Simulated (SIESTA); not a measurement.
Band structure of Na₂S (Fm-3m, 3 atoms in the cell).

```yaml
crystal:
  lattice:
    - [0.00000, 3.33213, 3.33213]
    - [3.33213, 0.00000, 3.33213]
    - [3.33213, 3.33213, 0.00000]
  atoms:
    - { symbol: Na, position: [0.25000, 0.25000, 0.25000] }
    - { symbol: Na, position: [0.75000, 0.75000, 0.75000] }
    - { symbol: S, position: [0.00000, 0.00000, 0.00000] }
```

Method of the run: GGA PBE, numerical atomic orbitals DZP, PseudoDojo PBE standard norm-conserving potentials (rewritten from UPF to PSML) (SIESTA).

Settings: XC.functional = GGA; XC.authors = PBE; potentials = PseudoDojo PBE standard; PAO.BasisSize = DZP; PAO.EnergyShift = 0.01 Ry; MeshCutoff = 400 Ry; kgrid.MonkhorstPack = 6 6 6; OccupationFunction = FD; ElectronicTemperature = 0.02 eV; MaxSCFIterations = 150; SCF.Mixer.Method = Broyden; SCF.Mixer.Weight = 0.1; SCF.Mixer.History = 6; SCF.DM.Tolerance = 1.0E-04.

The starting cell has typed, rounded lattice constants, without a prior relaxation at this level. Its lattice was rescaled by a random factor within 2.5 % of one. Values carry the incompleteness of an atom-centred basis.

Question: Predict the gap along the standard path and the places of the band edges.

Answer: The gap along the path is 2.30 eV, direct at Γ to within 0.01 eV.

Levels in eV from the top of the valence band on the path, bands 9 to 13:
```csv
point,9,10,11,12,13
Γ,-10.10,0.00,0.00,0.00,2.30
X,-9.71,-1.47,-0.50,-0.50,4.18
W,-9.78,-1.04,-1.04,-0.59,4.81
K,-9.78,-1.24,-0.94,-0.38,4.65
L,-9.88,-1.64,-0.17,-0.17,4.59
U,-9.78,-1.24,-0.94,-0.38,4.65
```

Higher empty bands are left out: an atom-centred basis made for the valence describes them poorly.
